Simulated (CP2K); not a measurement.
# A self-consistent single point of As (R-3m, 2 atoms in the cell) with CP2K

Computed with PBE, GPW, DZVP-MOLOPT-SR-GTH basis, GTH-PBE potentials (GTH_POTENTIALS) (CP2K).

Input as run:

```
&GLOBAL
  PROJECT bulk
  RUN_TYPE ENERGY_FORCE
  PRINT_LEVEL LOW
&END GLOBAL
&FORCE_EVAL
  METHOD Quickstep
  STRESS_TENSOR ANALYTICAL
  &DFT
    BASIS_SET_FILE_NAME BASIS_MOLOPT
    POTENTIAL_FILE_NAME GTH_POTENTIALS
    &QS
      METHOD GPW
      EPS_DEFAULT 1E-10
    &END QS
    &MGRID
      CUTOFF 400
      REL_CUTOFF 60
      NGRIDS 4
    &END MGRID
    &SCF
      SCF_GUESS ATOMIC
      EPS_SCF 1E-6
      MAX_SCF 100
      ADDED_MOS 4
      &DIAGONALIZATION
        ALGORITHM STANDARD
      &END DIAGONALIZATION
      &MIXING
        METHOD BROYDEN_MIXING
        ALPHA 0.3
        NBUFFER 8
      &END MIXING
      &SMEAR ON
        METHOD METHFESSEL_PAXTON
        SIGMA [eV] 0.2
      &END SMEAR
    &END SCF
    &KPOINTS
      SCHEME MONKHORST-PACK 7 7 7
    &END KPOINTS
    &XC
      &XC_FUNCTIONAL PBE
      &END XC_FUNCTIONAL
    &END XC
    &PRINT
      &MO
        EIGENVALUES T
        OCCUPATION_NUMBERS T
        NDIGITS 8
        FILENAME mo
        &EACH
          QS_SCF 0
        &END EACH
        ADD_LAST NUMERIC
      &END MO
      &MULLIKEN OFF
      &END MULLIKEN
    &END PRINT
  &END DFT
  &SUBSYS
    &CELL
      A 4.35857400 0.00000000 0.00000000
      B 2.69069800 3.42889400 0.00000000
      C 2.69069800 1.30880400 3.16928100
      PERIODIC XYZ
    &END CELL
    &COORD
      SCALED
      As       0.22443000     0.22443000     0.22443000
      As       0.77557000     0.77557000     0.77557000
    &END COORD
    &KIND As
      BASIS_SET DZVP-MOLOPT-SR-GTH-q5
      POTENTIAL GTH-PBE-q5
    &END KIND
  &END SUBSYS
  &PRINT
    &FORCES ON
    &END FORCES
    &STRESS_TENSOR ON
    &END STRESS_TENSOR
  &END PRINT
&END FORCE_EVAL
```

Output (repeated stretches shortened):

```
 GLOBAL| Method name                                                        CP2K
 GLOBAL| Project name                                                       bulk
 GLOBAL| Run type                                                   ENERGY_FORCE

 TOTAL NUMBERS AND MAXIMUM NUMBERS

  Total number of            - Atomic kinds:                                   1
                             - Atoms:                                          2
                             - Shell sets:                                     2
                             - Shells:                                        10
                             - Primitive Cartesian functions:                  8
                             - Cartesian basis functions:                     28
                             - Spherical basis functions:                     26

  Maximum angular momentum of the orbital basis functions:                     2

 SCF PARAMETERS         Density guess:                                    ATOMIC
                        max_scf:                                             100
                        max_diis:                                              4
                        eps_scf:                                        1.00E-06
                        eps_diis:                                       1.00E-01
                        eps_eigval:                                     1.00E-05
                        level_shift [a.u.]:                             0.000000
                        added MOs                                         4    0
                        Mixing method:                            BROYDEN_MIXING
                                                charge density mixing in g-space
                        Smear method:                          METHFESSEL_PAXTON
                        Smearing width (sigma) [a.u.]:                  7.35E-03
                        Accuracy threshold:                             1.00E-10
                        No outer SCF

 Extrapolation method: initial_guess

 Number of electrons:                                                         10
 Number of occupied orbitals:                                                  5
 Number of molecular orbitals:                                                 9

 Number of orbital functions:                                                 26
 Number of independent orbital functions:                                     26

 SCF WAVEFUNCTION OPTIMIZATION

  Step     Update method      Time    Convergence         Total energy    Change
     1 NoMix/Diag. 0.30E+00      -     0.39597685       -12.6524638037 -1.27E+01
     2 Broy./Diag. 0.30E+00      -     0.00224986       -12.6352462694  1.72E-02
     3 Broy./Diag. 0.30E+00      -     0.00435912       -12.6160514500  1.92E-02
     4 Broy./Diag. 0.30E+00      -     0.00115915       -12.6212610906 -5.21E-03
     5 Broy./Diag. 0.30E+00      -     0.00052289       -12.6216721969 -4.11E-04
     6 Broy./Diag. 0.30E+00      -     0.00009918       -12.6217872605 -1.15E-04
     7 Broy./Diag. 0.30E+00      -     0.00001090       -12.6216755128  1.12E-04
     8 Broy./Diag. 0.30E+00      -     0.00000978       -12.6217843610 -1.09E-04
     9 Broy./Diag. 0.30E+00      -     0.00000015       -12.6218078230 -2.35E-05

  *** SCF run converged in     9 steps ***

  Electronic density on regular grids:        -10.0000000000        0.0000000000
  Core density on regular grids:                9.9999999977       -0.0000000023
  Total charge density on r-space grids:       -0.0000000023
  Total charge density g-space grids:          -0.0000000023

  Overlap energy of the core charge distribution:               0.00000000075646
  Self energy of the core charge distribution:                -27.12449920902674
  Core Hamiltonian energy:                                      6.00554812960530
  Hartree energy:                                              11.62067611699343
  Exchange-correlation energy:                                 -3.12356573426976
  Smearing free energy correction:                              0.00003287304014
  Fermi energy:                                                 0.18814599874386

  Total energy:                                               -12.62180782302782

 ENERGY| Total FORCE_EVAL ( QS ) energy [hartree]            -12.621808529845914

 FORCES| Atomic forces [hartree/bohr]
 FORCES|   Atom     x               y               z               |f|
 FORCES|      1  7.24282572E-04  3.52309748E-04  2.35686930E-04   8.39199459E-04
 FORCES|      2 -7.24282563E-04 -3.52309744E-04 -2.35686927E-04   8.39199449E-04
 FORCES| Sum     8.39067704E-12  4.34566272E-12  3.21098703E-12
 FORCES| Total atomic force                                       9.97991400E-12

 STRESS| Analytical stress tensor [bar]
 STRESS|                        x                   y                   z
 STRESS|      x       -9.84546346528E+03  -1.81241518850E+02  -1.21217124566E+02
 STRESS|      y       -1.81241518850E+02  -9.56098838215E+03  -5.89209120359E+01
 STRESS|      z       -1.21217124566E+02  -5.89209120359E+01  -9.51218639788E+03
 STRESS| 1/3 Trace                                            -9.63954608177E+03
```

The run converged in 9 iterations.

The starting cell comes from a database of computed structures (which also holds hypothetical and non-ambient phases and stackings), without a prior relaxation at this level. Its lattice was rescaled by a random factor within 2.5 % of one. Values carry the incompleteness of an atom-centred basis.
